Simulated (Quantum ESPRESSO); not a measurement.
Pressure against volume in hcp Cd (space group 194) (Quantum ESPRESSO, PBE)

```xyz
2
Lattice="2.9270 0.0000 0.0000 -1.4635 2.5349 0.0000 0.0000 0.0000 5.5201" Properties=species:S:1:pos:R:3 pbc="T T T"
Cd     1.4635     0.8450     4.1401
Cd     0.0000     1.6899     1.3800
```

Method: PBE, PSlibrary PAW (PBE) pseudopotentials (plane waves; Quantum ESPRESSO 7.5). Settings: ecutwfc = 58 Ry; ecutrho = 696 Ry; occupations = smearing; smearing = fermi-dirac; degauss = 0.0036749 Ry; potentials = {Cd: Cd.pbe-n-kjpaw_psl.1.0.0.UPF}; K_POINTS = automatic 22 22 11 0 0 0; conv_thr = 1e-10 Ry; mixing_beta = 0.4. The cell above is the first row's. The rows scale it uniformly. In all rows fractional positions and the k mesh are held.

```
V (Å^3/atom)  P (GPa)
------------  -------
20.4783          6.53
20.9235          4.82
21.3687          3.32
21.8139          2.04
22.2591          0.90
22.7042         -0.07
23.1494         -0.89
23.5946         -1.60
24.0398             ?
```

Taking a cubic for P over the 8 complete rows: With u = V - 22.0, the rows have u = -1.5217, -1.0765, -0.6313, -0.1861, 0.2591, 0.7042, 1.1494, 1.5946. Least squares gives P = 1.537 - 2.5551·u + 0.4239·u² - 0.03459·u³. Residuals (row less fit): 0.001, -0.002, -0.008, 0.013, -0.003, -0.006, 0.002, 0.000; standard error 0.008 (degrees of freedom: 4). The fitted pressure is zero at V0 = 22.67, where dP/dV = -2.032, so B0 = -V0·dP/dV = 46.1 GPa.

Task: What does the fit predict for P at V = 24.0398, and how far is the calculated value from it?

Result: u = 2.0398, so P = 1.537 - 2.5551 × 2.0398 + 0.4239 × 2.0398² - 0.03459 × 2.0398³ = -2.205 GPa. The calculation gives -2.22 GPa, 0.015 GPa below the prediction (0.2 % of the range of P in the table). The row lies outside the fitted rows, so this is an extrapolation. From the scatter of the fitted rows alone, a prediction at this place has a standard error of 0.022 GPa, so the miss is 0.7 times that.

Carrying the step between the two nearest rows on in a straight line would have given -2.31, off by 0.09; series whose last step already gives the withheld value aren't shown. The scan was laid around a cell of about the measured size, scaled by a guess for this functional; axis ratios and inner coordinates come from that cell. The runs keep the symmetry of the cell, so they don't test it for distortions. The shape of the cell and the inner coordinates aren't relaxed, so V0 and B0 belong to this uniform scaling; a relaxed crystal lies no higher in energy and is usually softer. Cutoffs and mesh are single choices, not tested for convergence of this quantity. Series with a scatter that would blur these digits, or in which a gap closes, are not shown.
